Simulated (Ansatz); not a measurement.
Take ZnS in the wurtzite structure (space group P6_3mc, No. 186; a = 3.845 Å, c = 6.306 Å) as the base.

Levels (all Ansatz, an electronic-structure program, PAW): PBE (420 eV, scalar-relativistic without spin-orbit coupling); PBE+SOC (420 eV, spin-orbit coupling included).

The geometry is relaxed with PBE.

| Quantity | Value |
|---|---|
| PBE width of the top valence band | 2.03 eV |
| PBE electron mass | 0.16 mₑ along c, 0.18 mₑ across (at Γ) |
| PBE lowest conduction level above the VBM at special points | Γ 2.08 eV; A 3.47 eV; L 3.53 eV; M 3.68 eV |
| PBE valence-band top at Γ | 0.00, 0.00, -0.07 eV |

Q: What does PBE+SOC give at this geometry for the width of the top valence band, electron mass, lowest conduction level above the VBM at special points and valence-band top at Γ?

A: The width of the top valence band is nearly the same (2.03 eV against 2.05 eV); the electron mass remains 0.16 mₑ along c, 0.18 mₑ across (at Γ); the lowest conduction level above the VBM at special points becomes Γ 2.06 eV; A 3.45 eV; L 3.51 eV; M 3.66 eV (PBE: Γ 2.08 eV; A 3.47 eV; L 3.53 eV; M 3.68 eV); the valence-band top at Γ (three highest Kramers pairs, from the VBM) goes from 0.00, 0.00, -0.07 eV to 0.00, -0.03, -0.11 eV.

Single points use the geometry relaxed with PBE. The spin-orbit shifts are approximate. The levels and masses belong to the bands next to the band gap. Effective masses come from finite differences of ±0.01 Å⁻¹. No phonon test of stability was made.
